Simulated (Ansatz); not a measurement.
Terminations of the (001) face of litharge SnO against the chemical potential of O. Δμ(O) runs from -2.63 eV (Sn-rich) to 0 (O-rich), a span set by the bulk's formation energy; reservoirs: ½ O2(g), beta tin. Values are surface energies in J/m², without vibrational terms. Labels give the top and bottom planes; other terminations than these are not in the comparison.

Level of theory: PBE with D3(BJ) dispersion (plane waves to 420 eV, PAW; Ansatz, an electronic-structure program).

| Δμ(O) (eV) | Sn / Sn (stoichiometric) | Sn / Sn (excess 2 Sn) |
|---|---|---|
| -2.63 | 0.29 | 1.49 |
| -2.11 | 0.29 | 2.06 |
| -1.58 | 0.29 | 2.64 |
| -1.05 | 0.29 | 3.21 |
| -0.53 | 0.29 | 3.78 |
| 0.00 | 0.29 | 4.36 |
